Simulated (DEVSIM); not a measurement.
Device: Schottky contact on n-type Si, at 300 K.

Layer 1 from the left is Si, thickness (μm) 2.00, Nd (cm⁻³) 1.5e16, τn (s) 1.9e-6, τp (s) 1.9e-6.

Left contact: Schottky, work function 4.74 eV, emission velocity 7.3e6 cm/s. Right contact: ohmic. Voltage is applied to the left contact. Recombination: SRH at mid-gap, radiative. Gap narrowing is on: ΔEg = 6.92 meV × (l + √(l² + 0.5)), l = ln(N/1.3e17 cm⁻³), shared equally by both band edges. Mobility is μmin + (μ − μmin)/(1 + (N/Nref)^α).

The device is made up for the run: typed textbook-type constants, with dimensions and the other settings drawn at random. Values at 300 K.

Si: gap (eV) 1.124, affinity (eV) 4.05, permittivity 11.7, Nc (cm⁻³) 2.86e19, Nv (cm⁻³) 3.1e19, μn (cm²/Vs) 1417, μp (cm²/Vs) 470, μn,min 52, μp,min 45, Nref,n 9.7e16, Nref,p 2.2e17, αn 0.68, αp 0.72, B (cm³/s) 4.7e-15.

Model (solved in DEVSIM): 1D drift-diffusion, Boltzmann statistics, complete ionisation; no tunnelling, impact ionisation, image-force lowering or self-heating. Metal contacts follow the ideal Schottky-Mott rule: no Fermi-level pinning, no interface dipoles.

Dark forward current:

```
|V| (V)  |J| (A/cm²)
-------  -----------
0.05       0.0004463
0.10        0.003501
0.15         0.02437
0.20          0.1665
0.25           1.126
0.30           7.425
0.35           44.24
0.40           190.4
0.45           506.4
0.50           949.6
0.55            1465
0.60            2023
```

Problem. Work out the local ideality factor n = ΔV / (kT/q · ln(J2/J1)) between the rows 0.15 and 0.20 V, 0.55 and 0.60 V.

Solution. kT/q = 25.85 mV. From 0.15 to 0.20 V: ln(0.1665/0.02437) = 1.922, n = 1.01, near the 1 of diffusion or emission over a barrier. From 0.55 to 0.60 V: ln(2023/1465) = 0.323, n = 5.99; the layers' resistance at their doping, Σ W/(qμN) = 7.4e-5 Ω cm², would take 42 mV of this step of 50 mV.

Problem. Estimate the current at 0.20 V for emission alone, J0 = q v N_band exp(−φB/kT), and read the barrier back from the simulated current.

Solution. φB = 0.690 eV, N_band = 2.86e19 cm⁻³, J0 = 8.55e-5 A/cm²; J = J0 (exp(qV/kT) − 1) = 0.196 A/cm². The simulation gives 0.167 A/cm²; the estimate lies 18 % above. Read backwards, the simulated current gives an apparent barrier of 0.694 eV. The estimate leaves out transport through the depletion region and minority injection.
